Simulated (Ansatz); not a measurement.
Band structure of the (100) slab of Ba (cut from a parent of space group no. 229; 2 atoms in the cell).

```
CELL_PARAMETERS angstrom
      5.12492     0.00000     0.00000
      0.00000     5.12492     0.00000
      0.00000     0.00000    14.51000
ATOMIC_POSITIONS crystal
  Ba 0.00000 0.00000 0.58649
  Ba 0.50000 0.50000 0.41351
```

Method: LDA (PW92), PAW files made with PBE (plane waves; Ansatz, a quantum-chemistry and plane-wave program).

Settings: kpoints.mp_grid.grid = 5 5 1; hamiltonian.xc = lda; hamiltonian.pseudopotentials = {kind: paw} (an earlier, softer set of the program's PAW files); scf.occupations.method = fermi_dirac; scf.occupations.width = 0.1 eV; kpoints.band_path.path = [[0.5, 0.5, 0.0], [0.0, 0.0, 0.0], [0.0, 0.5, 0.0], [0.5, 0.5, 0.0]]; kpoints.band_path.npoints = 6.

The starting cell has typed, rounded lattice constants, without a prior relaxation at this level. The slab is cut from that crystal, and its faces are unrelaxed. Its lattice was rescaled in the plane by a random factor within 2.5 % of one.

Levels in eV from the Fermi level, bands 7 to 13:
```csv
point,7,8,9,10,11,12,13
M,-14.50,-14.50,-0.19,-0.19,0.37,0.37,1.31
Γ,-14.48,-14.48,-2.09,-0.61,-0.09,0.64,0.86
X,-14.54,-14.54,-0.70,-0.70,0.43,0.43,1.09
```

Bands cross the Fermi level along this path, so the cell is metallic at this level.

Keys are those of Ansatz 0.2.
